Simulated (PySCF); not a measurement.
PySCF 2.14.0, HF/cc-pvtz, df: O[SiH2][SiH2]OCC[SiH3], 19 atoms. The geometry is a generated start, not checked to be a minimum at this level.

```
Property                       Value
-------------------  ---------------
task                          energy
method                            hf
basis                        cc-pvtz
two-electron scheme  density fitting
mf.init_guess        minao (default)
mf.DIIS              CDIIS (default)
mf.diis_space            8 (default)
mf.conv_tol          1e-09 (default)
basis functions                  390
```

On 4 threads, 1 BLAS thread. Build: conda-forge: OpenMP (GNU), OpenBLAS with its own threads, libcint, Libxc. One run each, on a shared machine, so no times are given.

Values of mol.max_memory tried: 8000 MB, 4000 MB, 2000 MB, 1000 MB, 500 MB, 300 MB, 200 MB.

Q: Which of these memory settings still run, and by which path?

A: It runs down to 200 MB, the lowest tried, with the same result. At 8000 MB: fitted integrals in memory. From 500 MB down: fitted integrals in a file.

```json
[
 {"mol.max_memory": "8000 MB", "path": "fitted integrals in memory", "peak memory": "1.3 GiB"},
 {"mol.max_memory": "4000 MB", "path": "fitted integrals in memory", "peak memory": "1.3 GiB"},
 {"mol.max_memory": "2000 MB", "path": "fitted integrals in memory", "peak memory": "1.1 GiB"},
 {"mol.max_memory": "1000 MB", "path": "fitted integrals in memory", "peak memory": "0.79 GiB"},
 {"mol.max_memory": "500 MB", "path": "fitted integrals in a file", "peak memory": "0.30 GiB"},
 {"mol.max_memory": "300 MB", "path": "fitted integrals in a file", "peak memory": "0.21 GiB"},
 {"mol.max_memory": "200 MB", "path": "fitted integrals in a file", "peak memory": "0.17 GiB"}
]
```

Peak memory is the kernel's count for the largest process, libraries included and scratch files not.
